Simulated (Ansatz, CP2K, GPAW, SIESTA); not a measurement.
# GaCuGeSe4 (I-4, 7 atoms in the cell) computed with different codes at matched settings

Band-structure calculation.

```xyz
7
Lattice="-2.7532 2.7532 5.4053 2.7532 -2.7532 5.4053 2.7532 2.7532 -5.4053" Properties=species:S:1:pos:R:3 pbc="T T T"
Ga     0.0000     0.0000     5.4053
Cu     2.7532     0.0000     2.7026
Ge     0.0000     2.7532     2.7026
Se     1.3098     1.2860    -1.2924
Se     1.2860     4.1966     1.2924
Se     1.4434     1.4672     4.1129
Se     1.4672    -1.4434     6.6977
```

Shared settings, as Ansatz (a quantum-chemistry and plane-wave program) writes them: kpoints.mp_grid.grid = 3 3 3; scf.occupations.method = fixed. Potentials and cutoffs stand in the table.

```csv
code,model,gap along the path (eV),smallest direct gap (eV),cutoff
Ansatz,"PBEsol, PAW files made with PBE",0.80,0.80,30.9 Ry
SIESTA,"GGA PBEsol, numerical atomic orbitals DZP, PseudoDojo PBEsol standard norm-conserving potentials (rewritten from UPF to PSML)",0.76,0.76,grid 400 Ry
GPAW,"PBEsol, GPAW PAW datasets PBEsol (made by gpaw-setup)",0.81,0.81,800 eV
CP2K,"PBEsol, GPW, TZVP-MOLOPT-SR-GTH basis, GTH-PBE potentials (GTH_POTENTIALS)",0.79,0.79,grid 600 Ry
```

The spread over the programs that give each value: gap along the path within 0.05 eV; smallest direct gap within 0.05 eV.

SIESTA and CP2K use small atom-centred bases, whose incompleteness enters pressures, forces and empty levels differently from a plane-wave cutoff.

The starting cell comes from a database of computed structures (which also holds hypothetical and non-ambient phases and stackings), without a prior relaxation at this level.

Left out of this page: Elk (unsound by tests on forces, stress, charge or solver warnings); FLEUR (not drawn, or without a comparable value).

Keys are those of Ansatz 0.2.
